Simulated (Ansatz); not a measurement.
Here is the system:

```
KZnF3
1.0
    4.05228     0.05390     0.00000
    0.05390     4.05228     0.00000
    0.00000     0.00000     4.05228
K Zn F
1 1 3
Cartesian
  0.00000   0.00000   0.00000
  2.05309   2.05309   2.02614
  2.02614   0.02695   2.02614
  0.02695   2.02614   2.02614
  2.05309   2.05309   0.00000
```

No spin polarisation.

The values are results of DFT with PBEsol, PAW potentials and a 420 eV plane-wave cutoff in Ansatz (a first-principles code), spin-orbit coupling left out, not measurements. Γ-centred 8×8×8 mesh, Fermi–Dirac width 0.05 eV.

Problem. Predict the electron mass, smallest direct gap, gap character and band gap.

Solution. The electron mass comes out as 0.44 mₑ (at Γ) and the smallest direct gap is 5.47 eV. The gap character is indirect, T → Γ. The band gap is 3.71 eV.

The cells carry an imposed strain or load. Masses are band curvatures over ±0.01 Å⁻¹ around the edge. Stability against distortions was not tested. The cell was made from KZnF$_{3}$ in the cubic perovskite structure (space group Pm-3m, No. 221) by this change: tensor shear ε_xy = +1.33 %. Many cubic perovskites are stable only at high temperature; tilts and polar distortions were not tested.
